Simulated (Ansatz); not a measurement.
Troubleshooting Ansatz (a quantum-chemistry and plane-wave program): a failed run on MgInGaO₄ (R3m, 7 atoms in the cell). The aim is a self-consistent single point with DFT, r2SCAN, plane waves, default PAW files made with PBE.

Cell that was meant: a = 8.9296 Å, b = 8.9296 Å, c = 8.9296 Å, α = 21.35°, β = 21.35°, γ = 21.35°.

Part of the input:

Ansatz 0.2 input:
```yaml
    - { symbol: O, position: [0.707200, 0.707200, 0.707200] }
    - { symbol: O, position: [0.292800, 0.292800, 0.292800] }
kpoints:
  kgrid:
    grid: [6, 6, 6]
hamiltonian:
  xc: r2scan
```

The program printed (abridged):

```
Error: YAML parse error: error: line 16 column 3: unknown field `kgrid`, expected one of mp_grid, list, band_path, initial_grid, further_shifts
  --> <input>:16:3
   |
14 |     - { symbol: O, position: [0.292800, 0.292800, 0.292800] }
15 | kpoints:
16 |   kgrid:
   |   ^ unknown field `kgrid`, expected one of mp_grid, list, band_path, initial_grid, further_shifts
17 |     grid: [6, 6, 6]
18 | hamiltonian:
   |
```

**Question.** Read the log: what does the program object to, and what is the fix?

**Answer.** The program does not know the word kgrid. To fix it, write mp_grid. The program stopped before any SCF iteration.

An input that runs soundly differs in these lines (not the only fix; some lines may just follow from the change or write a value another way):
```diff
-  kgrid:
+  mp_grid:
```

With that input, the run converged in 8 iterations: free energy E − TS (on the zero of these files) -13607.6197 eV; top of the valence band (on the code's own zero) 7.37 eV; gap on the k-point mesh 1.76 eV; pressure -2.03 GPa; largest force (vector length) 2.075 eV/Å (DFT, r2SCAN, plane waves, default PAW files made with PBE).

On the sound input: the starting cell was generated: these elements placed on a structure prototype, without a prior relaxation; it need not be a known phase or ordering of this composition. Its lattice was rescaled by a random factor within 2.5 % of one. Forces in this geometry exceed 1 eV/Å. Ansatz's pressure includes its estimate of the finite-basis (Pulay) stress.
